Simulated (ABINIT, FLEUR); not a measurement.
A FLEUR input for a self-consistent single point of ZnO (P6_3mc, 4 atoms in the cell) (DFT, PBEsol, all-electron FLAPW (FLEUR), scalar-relativistic valence):

Input of the input generator:

```
scf ZnO
&input film=f /
1.0000000000 0.0000000141 0.0000000000
-0.5000000122 0.8660253967 0.0000000000
0.0000000000 0.0000000000 1.6130663405
6.1177044976
1.0 1.0 1.0

4
30 0.6666666667 0.3333333333 0.5005900000
30 0.3333333333 0.6666666667 0.0005900000
8 0.6666666667 0.3333333333 0.8797200000
8 0.3333333333 0.6666666667 0.3797200000

&comp jspins=1 /
&exco xctyp='PBEs' /
&kpt div1=8 div2=8 div3=5 gamma=t /
&end /
```

```xml
<?xml version="1.0" encoding="UTF-8" standalone="no"?>
<fleurInput fleurInputVersion="0.39">
   <comment>
      scf ZnO                                                                                             
   </comment>
   <calculationSetup>
      <cutoffs Kmax="4.7" Gmax="18.8" GmaxXC="18.8" numbands="0"/>
      <scfLoop itmax="80" minDistance="0.00001" maxIterBroyd="40" imix="Anderson" alpha="0.05" precondParam="0.0" spinf="2.0"/>
      <coreElectrons ctail="T" frcor="F" kcrel="0" coretail_lmax="0"/>
      <xcFunctional name="PBEs" relativisticCorrections="F"/>
      <magnetism jspins="1"/>
      <soc l_soc="F" theta="0.0" phi="0.0" spav="F"/>
      <expertModes spex="0" secvar="F"/>
      <geometryOptimization l_f="T" forcealpha="1.0" forcemix="BFGS" epsdisp="0.00001" epsforce="0.00001"/>
      <ldaU l_linMix="F" mixParam="0.05" spinf="1.0"/>
   </calculationSetup>
   <cell>
      <bzIntegration valenceElectrons="36.0" mode="hist" fermiSmearingEnergy="0.00073499">
         <kPointListSelection listName="default-1"/>
         <!-- k-points included here -->
         <xi:include xmlns:xi="http://www.w3.org/2001/XInclude" href="kpts.xml"> </xi:include>
      </bzIntegration>
      <!-- symmetry operations included here -->
      <xi:include xmlns:xi="http://www.w3.org/2001/XInclude" href="sym.xml"> </xi:include>
      <bulkLattice scale="1.0">
         <bravaisMatrix>
            <row-1>    6.1177044976000001     0.0000000862596334     0.0000000000000000</row-1>
            <row-2>   -3.0588523234359948     5.2980874644274145     0.0000000000000000</row-2>
            <row-3>    0.0000000000000000     0.0000000000000000     9.8682632062040234</row-3>
         </bravaisMatrix>
      </bulkLattice>
   </cell>
   <atomSpecies>
      <species name="Zinc (Zn)" element="Zn" atomicNumber="30">
         <mtSphere radius="2.22" gridPoints="767" logIncrement="0.016"/>
         <atomicCutoffs lmax="8" lnonsphr="6"/>
         <electronConfig flipSpins="F">
            <coreConfig>(1s1/2) (2s1/2) (2p1/2) (2p3/2) (3s1/2) (3p1/2) (3p3/2)</coreConfig>
            <valenceConfig>(4s1/2) (3d3/2) (3d5/2)</valenceConfig>
         </electronConfig>
         <energyParameters s="4" p="4" d="3" f="4"/>
         <lo type="HELO" l="2" n="4" eDeriv="0"/>
      </species>
      <species name="Oxygen (O)" element="O" atomicNumber="8">
         <mtSphere radius="1.25" gridPoints="433" logIncrement="0.024"/>
         <atomicCutoffs lmax="6" lnonsphr="4"/>
         <electronConfig flipSpins="F">
            <coreConfig>(1s1/2)</coreConfig>
            <valenceConfig>(2s1/2) (2p1/2) (2p3/2)</valenceConfig>
            <stateOccupation state="(2p1/2)" spinUp="0.6666666666667" spinDown="0.6666666666667"/>
            <stateOccupation state="(2p3/2)" spinUp="1.3333333333333" spinDown="1.3333333333333"/>
         </electronConfig>
         <energyParameters s="2" p="2" d="3" f="4"/>
      </species>
   </atomSpecies>
   <atomGroups>
      <atomGroup species="Zinc (Zn)">
         <relPos label="                   1">-1.000/3.000 1.000/3.000 -.4994100000</relPos>
         <relPos label="                   2">1.000/3.000 -1.000/3.000 .0005900000</relPos>
         <force calculate="T" relaxXYZ="TTT"/>
      </atomGroup>
      <atomGroup species="Oxygen (O)">
         <relPos label="                   3">-1.000/3.000 1.000/3.000 -.1202800000</relPos>
         <relPos label="                   4">1.000/3.000 -1.000/3.000 .3797200000</relPos>
         <force calculate="T" relaxXYZ="TTT"/>
      </atomGroup>
   </atomGroups>
   <output dos="F" band="F" slice="F">
      <checks vchk="F" cdinf="F"/>
      <bandDOS minEnergy="-.5*Htr" maxEnergy="0.5*Htr" sigma="0.015" storeEVData="T"/>
      <vacuumDOS vacdos="F" integ="F" star="F" nstars="0" locx1="0.0" locy1="0.0" locx2="0.0" locy2="0.0" nstm="0" tworkf="0.0"/>
      <unfoldingBand unfoldBand="F" supercellX="1" supercellY="1" supercellZ="1"/>
      <plotting iplot="0" polar="F">
         <plot TwoD="T" vec1="  1.0  0.0  0.0" vec2="  0.0  1.0  0.0" vec3="  0.0  0.0  1.0" zero="  0.0  0.0  0.0" file="plot"/>
      </plotting>
      <chargeDensitySlicing numkpt="0" minEigenval="0.0" maxEigenval="0.0" nnne="0" pallst="F"/>
      <specialOutput eonly="F"/>
      <magneticCircularDichroism mcd="F" energyLo="-10.0" energyUp="0.0"/>
   </output>
  <!-- We include the file relax.xml here to enable relaxations (see documentation) -->
  <xi:include xmlns:xi="http://www.w3.org/2001/XInclude" href="relax.xml"> <xi:fallback/> </xi:include>
</fleurInput>
```

Q: Translate this input to ABINIT.

A: This is the input that was run; spellings and numerical settings could be chosen otherwise.

```
# ZnO, JTH v2.0 PBE PAW
pp_dirpath "./"
pseudos "Zn.GGA_PBE-JTH.xml, O.GGA_PBE-JTH.xml"
acell 3*1.0 Angstrom
rprim
         3.2373498032    0.0000000457    0.0000000000
        -1.6186749411    2.8036271476    0.0000000000
         0.0000000000    0.0000000000    5.2220600000
natom 4
ntypat 2
znucl 30 8
typat 1 1 2 2
xcart
         3.0588522239    1.7660292124    4.9399538785
        -0.0000000498    3.5320583385    0.0058222753
         3.0588522239    1.7660292124    8.6813085079
        -0.0000000498    3.5320583385    3.7471769047
ecut 30
pawecutdg 60
pawxcdev 0
ixc -116133
occopt 3
tsmear 0.00073499
nband 24
kptopt 1
ngkpt 8 8 5
nshiftk 1
shiftk 0 0 0
nstep 60
toldfe 1.0e-09
prtwf 0
prtden 0
prtvol 1
enunit 2
```

Basis settings and potentials, where a program has them, do not carry over. This input uses DFT, PBEsol, plane waves, PAW (JTH v2.0 PBE PAW, files made for PBE). Both were run: largest force 0.006 eV/Å in FLEUR and 0.002 in ABINIT; gap on the mesh 0.722 eV in FLEUR and 0.681 in ABINIT.

On ABINIT: the starting cell comes from a database of computed structures (which also holds hypothetical and non-ambient phases and stackings), without a prior relaxation at this level. The potentials were made for another functional than the one used.

On FLEUR: the starting cell comes from a database of computed structures (which also holds hypothetical and non-ambient phases and stackings), without a prior relaxation at this level. Values depend on the basis (sphere radii, cutoffs, local orbitals), which need not be converged.
